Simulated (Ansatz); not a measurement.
# Effect of pressure 7 GPa on RbScS2O8

Start from RbScS2O8 (space group P-3m1, No. 164; a = 5.261 Å, c = 7.981 Å; a cell from a computed database, its experimental status unchecked).

Modification: a hydrostatic pressure of 7 GPa.

All numbers come from Kohn–Sham DFT with the r2SCAN functional, run in Ansatz (a quantum-chemistry and plane-wave program) with PAW and 500 eV plane waves, no spin-orbit coupling. Γ-centred 6×6×4 mesh, Fermi–Dirac width 0.05 eV.

| quantity | base | changed | shift |
|---|---|---|---|
| volume per atom | 15.94 Å³ | 13.64 Å³ | -2.30 Å³ |
| c/a ratio | 1.517 | 1.373 | -0.144 |
| shortest interatomic distance | 1.446 Å | 1.439 Å | -0.0064 Å |
| enthalpy H = E + PV relative to the base's energy | – | +0.64 eV/atom | – |
| band gap | 4.75 eV | 4.87 eV | +0.128 eV |
| gap character | indirect, A → Γ | indirect, M → Γ | – |
| smallest direct gap | 4.77 eV | 4.91 eV | +0.14 eV |
| width of the top valence band | 0.26 eV | 0.39 eV | +0.13 eV |
| electron mass | – | 2.4 mₑ along c, 0.85 mₑ across (at Γ) | – |

Final structure:

```
RbScS2O8
1.0
    5.16292     0.00000     0.00000
   -2.58146     4.47122     0.00000
    0.00000     0.00000     7.09001
Rb Sc S O
1 1 2 8
Direct
  0.00000   0.00000   0.50000
  0.00000   0.00000   0.00000
  0.33333   0.66667   0.25118
  0.66667   0.33333   0.74882
  0.17974   0.35947   0.17554
  0.64053   0.82026   0.17554
  0.17974   0.82026   0.17554
  0.35947   0.17974   0.82446
  0.82026   0.64053   0.82446
  0.82026   0.17974   0.82446
  0.33333   0.66667   0.45418
  0.66667   0.33333   0.54582
```

Load acts through the strain it causes; cell and atoms are relaxed under it. Masses are band curvatures over ±0.01 Å⁻¹ around the edge. Whether these cells are dynamically stable was not tested. No other phases were tried under pressure. The base started in P321 and relaxed to P-3m1 at this level. All final runs are without spin polarisation.
